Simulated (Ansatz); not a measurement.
Data:

```
CELL_PARAMETERS angstrom
      0.00000     2.43952     2.58651
      2.43952     0.00000     2.58651
      2.43952     2.43952     0.00000
ATOMIC_POSITIONS crystal
  Sn 0.00000 0.00000 0.00000
  C  0.25000 0.25000 0.25000
```

Calculation: PBE with spin-orbit coupling, rigid bands (plane waves, PAW; Ansatz, a quantum-chemistry and plane-wave program). Condition of this run: biaxial stress in (001) of 7.5 GPa (compression positive) (the target of the relaxation). How the cell was made: cell and atoms relaxed with PBEsol, then loaded as said.

### Question
What conductivity effective mass do dilute holes have at 300 K?

### Answer
0.40 (x), 0.40 (y), 0.55 (z) mₑ.

### Question
What conductivity effective mass do dilute electrons have at 300 K?

### Answer
0.106 (x), 0.106 (y), 0.133 (z) mₑ.

### Question
And the band gap?

### Answer
0.86 eV at this level; semilocal functionals usually fall short of the measured gap.

Rigid bands, one relaxation time for all states, no polarons. Geometry: cell and atoms relaxed with PBEsol.

Computed structure with no diffraction record at hand here (it may be known, metastable or hypothetical): SnC under load (space group I-4m2).
